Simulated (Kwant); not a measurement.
Model system: wire with a side stub in a InAs two-dimensional gas. Effective mass 0.023 mₑ, grid spacing 5 nm, hard walls, nominal width 180 nm (35 grid rows, so walls 180 nm apart), one parabolic valley, scattering region 450 nm long along x; energies count from the band bottom; Fermi energy swept from 0.0005813 to 0.006903 eV. Closed stub on one side, 100 nm wide and 290 nm deep.

Constants are typed, rounded textbook-type inputs, not results; the design itself was drawn at random and stands for no fabricated device.

Model: effective-mass tight-binding model on a square grid, one spin, coherent transport at 0 K (Kwant). Conductance is in e²/h.

How many channels do the leads carry at E = 2.39, 6.74 meV?

The hard-wall thresholds are n² ħ²π²/(2mW²) = n² × 0.505 meV with W = 180 nm. √(2.39/0.505) = 2.18, so 2. √(6.74/0.505) = 3.66, so 3.
